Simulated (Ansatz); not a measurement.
**How the smallest direct gap on the k points sampled of AgI (model structure, from the HgO type, P6₄22, No. 181) moves with the method**

No measured value is used here.

```json
[
 {"level (code)": "LDA (Ansatz)", "value (eV)": "1.00"},
 {"level (code)": "PBE+SOC (Ansatz)", "value (eV)": "___"},
 {"level (code)": "PBEsol+SOC (Ansatz)", "value (eV)": "0.93"},
 {"level (code)": "HSE06+SOC (Ansatz)", "value (eV)": "2.16"},
 {"level (code)": "PBE0 (Ansatz)", "value (eV)": "3.04"}
]
```

Q: Some entries are withheld; supply them.

A: 
- PBE+SOC (Ansatz, an electronic-structure program), value (eV): 1.06

Computed values are for a static lattice. Spin–orbit coupling is included only where a level's name says +SOC; with heavier elements it mostly lowers gaps and can invert bands.  Values are at the PBEsol cell. Cutoffs and k meshes differ between the levels. Ansatz's density-functional and Hartree–Fock values are scalar-relativistic unless marked +SOC, with PAW data made under PBE.

A model structure was made by putting elements into a prototype or built by hand; it is no filed structure, need not be a known phase, and can be a saddle point held by its symmetry.
